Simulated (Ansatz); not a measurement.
We consider L1₂ (Cu3Au-type) Pt₃Ti, described by PBEsol in Ansatz (PAW).

Numerical settings: plane-wave cutoff 520 eV, 14×14×14 k mesh, Fermi–Dirac smearing 0.05 eV, no spin polarisation, scalar-relativistic PAW data made under PBE.

Results at a series of volumes:

| V (Å³/atom) | E − E_lowest (meV/atom) | P (GPa) |
|---|---|---|
| 13.936 | 49.92 | 19.15 |
| 14.233 | 21.24 | 11.98 |
| 14.529 | 5.07 | 5.62 |
| 14.826 | 0.00 | -0.03 |
| 15.122 | 4.77 | -5.03 |
| 15.419 | 18.27 | -9.47 |
| 15.715 | 39.50 | -13.40 |

Task: Estimate the bulk modulus from the pressures at 14.529 and 15.122 Å³/atom, and compare it with a fit to all energies.

Result: B = −V dP/dV. Between V = 14.529 and 15.122 Å³/atom, dP/dV = (-5.03 − (5.62))/(15.122 − 14.529) = -18.0 GPa per Å³/atom; at the midpoint 14.825 Å³/atom this gives B ≈ 266 GPa. The third-order Birch–Murnaghan fit gives V0 = 14.824 Å³/atom, B0 = 266 GPa, B′ = 5.0, which lies within 1 % of that estimate.

Measured, for comparison: equilibrium volume per atom 15.01 Å³/atom (temperature not stated, not corrected to a static lattice; as tabulated in Molecular Dynamics Simulations of PtTi High-Temperature Shape Memory Alloys …). Computed (rounded) less measured: equilibrium volume per atom -1.3 %. A static lattice is as a rule a little smaller and stiffer than an uncorrected measurement, which narrows the difference in the equilibrium volume per atom and would widen misses of the other sign.

Spin–orbit coupling is not included.

Static lattice: no zero-point or thermal effects.

Ansatz is a first-principles code.
